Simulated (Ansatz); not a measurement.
Terminations of the (111) surface of fcc Au, measured from the surface 'clean 1x1'. Atoms come from or go to: Au: fcc Au, Bi: rhombohedral Bi, Co: hcp Co, ferromagnetic, Cu: fcc Cu, Ge: germanium, I: ½ I2(g), In: tetragonal indium, Ir: fcc Ir, Re: hcp Re, Ru: hcp Ru, Ti: hcp Ti, W: bcc W. ΔE is the energy of forming the row's surface from that one (negative: more stable at these reservoirs); the vacuum level's shift is aligned on the shared bottom. No zero-point or thermal terms. These are constructed structures in small cells; real faces may alloy, dewet or reconstruct in larger ones, and not all known structures of the face are among them. Slabs of about 12 Å with all that they carry, Fermi-Dirac smearing of 0.1 eV. Bottom of the slabs: a bare face, its two planes held. Relaxed from the named starts with such symmetry as they have, on meshes of like density; energies extrapolated to zero smearing; no spin-orbit coupling, no U. Spin-polarised runs, if any, are marked in brackets, and their order is one that fits the cell; the others ran without spin. A dash marks a value that is undefined for that row (no clear gap, or no work function of a gapped slab) or was not read reliably on its mesh.

The numbers are results of PBE (plane waves to 420 eV, PAW; Ansatz, a quantum-chemistry and plane-wave program), not measurements.

| surface | atoms added per 1x1 | ΔE per 1x1 (eV) | shift of the vacuum level (eV) | work function (eV) |
|---|---|---|---|---|
| a layer of Re in place of the third plane | -1 Au, +1 Re | 1.15 | -0.27 | 4.87 |
| a pseudomorphic layer of Ti in the host's stacking | +1 Ti | 0.40 | -0.91 | 4.25 |
| a pseudomorphic layer of Ge in the host's stacking | +1 Ge | [?] | -1.05 | 4.15 |
| a pseudomorphic layer of Cu in the other hollow | +1 Cu | 0.48 | -0.70 | 4.45 |
| a layer of Co in place of the second plane [spin, 1.9 μB a cell] | -1 Au, +1 Co | [?] | -0.48 | 4.73 |
| a layer of In in place of the second plane | -1 Au, +1 In | [?] | -0.02 | 5.16 |
| (√3x√3)R30° layer of I, one a cell, on the site that continues the host's stacking | +0.333 I | [?] | -0.26 | 4.91 |
| (√3x√3)R30° layer of In, one a cell, on the site that continues the host's stacking | +0.333 In | -0.12 | -1.21 | 3.97 |
| a pseudomorphic layer of Ir in the other hollow | +1 Ir | 1.59 | 0.62 | 5.79 |
| (√3x√3)R30° surface alloy, Bi on one Au site of the top plane | -0.333 Au, +0.333 Bi | -0.14 | -1.05 | 4.13 |
| a pseudomorphic layer of W in the host's stacking | +1 W | 1.88 | 0.32 | 5.50 |
| a layer of Ru in place of the second plane | -1 Au, +1 Ru | 1.22 | -0.13 | 5.03 |

Some entries are withheld; supply them.


- a pseudomorphic layer of Ge in the host's stacking, ΔE per 1x1 (eV): -0.01
- a layer of Co in place of the second plane [spin, 1.9 μB a cell], ΔE per 1x1 (eV): 0.71
- a layer of In in place of the second plane, ΔE per 1x1 (eV): 0.07
- (√3x√3)R30° layer of I, one a cell, on the site that continues the host's stacking, ΔE per 1x1 (eV): -0.31
